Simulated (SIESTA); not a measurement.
Band structure of Nb6GePt (Pm-3, 8 atoms in the cell).

```yaml
crystal:
  lattice:
    - [5.06625, 0.00000, 0.00000]
    - [0.00000, 5.06625, 0.00000]
    - [0.00000, 0.00000, 5.06625]
  atoms:
    - { symbol: Nb, position: [0.00000, 0.50000, 0.74989] }
    - { symbol: Nb, position: [0.00000, 0.50000, 0.25011] }
    - { symbol: Nb, position: [0.74989, 0.00000, 0.50000] }
    - { symbol: Nb, position: [0.25011, 0.00000, 0.50000] }
    - { symbol: Nb, position: [0.50000, 0.74989, 0.00000] }
    - { symbol: Nb, position: [0.50000, 0.25011, 0.00000] }
    - { symbol: Ge, position: [0.00000, 0.00000, 0.00000] }
    - { symbol: Pt, position: [0.50000, 0.50000, 0.50000] }
```

Level of theory: LDA PW92, numerical atomic orbitals DZP, PseudoDojo LDA standard norm-conserving potentials (rewritten from UPF to PSML) in SIESTA.

Settings: XC.functional = LDA; XC.authors = PW92; potentials = PseudoDojo LDA standard; PAO.BasisSize = DZP; PAO.EnergyShift = 0.01 Ry; MeshCutoff = 400 Ry; kgrid.MonkhorstPack = 5 5 5; OccupationFunction = MP; OccupationMPOrder = 0; ElectronicTemperature = 1160.45 K; MaxSCFIterations = 150; SCF.Mixer.Method = Pulay; SCF.Mixer.Weight = 0.25; SCF.Mixer.History = 6.

The starting cell comes from a database of computed structures (which also holds hypothetical and non-ambient phases and stackings), without a prior relaxation at this level. Its lattice was rescaled by a random factor within 2.5 % of one. Spin-orbit coupling is off. Spin polarisation is off. Values carry the incompleteness of an atom-centred basis.

Levels in eV from the Fermi level, bands 52 to 57:
| point | 52 | 53 | 54 | 55 | 56 | 57 |
|---|---|---|---|---|---|---|
| Γ | -1.31 | -1.31 | -0.10 | -0.10 | -0.08 | -0.08 |
| X | -0.98 | -0.73 | -0.51 | -0.26 | -0.17 | 0.06 |
| M | -1.07 | -0.09 | -0.08 | -0.08 | 0.30 | 0.91 |
| R | -0.93 | -0.37 | -0.37 | 0.43 | 0.43 | 0.43 |

Bands cross the Fermi level along this path, so the cell is metallic at this level.

Higher empty bands are left out: an atom-centred basis made for the valence describes them poorly.
